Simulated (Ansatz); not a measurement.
The starting structures come from a database of crystals and need not be the phases stable at ambient conditions.

By PBEsol, the system below comes out a metal.

A figure of merit of an interconnect metal is its ballistic conductance per area.

Data:

```yaml
crystal:
  lattice:
    - [4.89665, 0.00000, 0.00000]
    - [2.44832, 9.29411, 0.00000]
    - [2.44832, -0.21499, 1.39710]
  atoms:
    - { symbol: Al, position: [0.00000, 0.00000, 0.00000] }
    - { symbol: Al, position: [0.50000, 0.50000, 0.50000] }
    - { symbol: Al, position: [0.41667, 0.25000, 0.25000] }
    - { symbol: Al, position: [0.58333, 0.75000, 0.75000] }
```

Space group of this cell: P6_3/mmc. The cell is taken as given; by PBEsol its mean pressure is 1.8 GPa.

The current flows along the normal of the first two printed cell vectors, the (111) plane of the conventional cell. No spin-orbit coupling; the value is a mean over 0.1 eV about the Fermi level.

Problem. Compute, with Ansatz (a first-principles code) with PBEsol, the ballistic conductance per area.

Solution. 1.3 × 10¹⁵ S/m² for both spins.
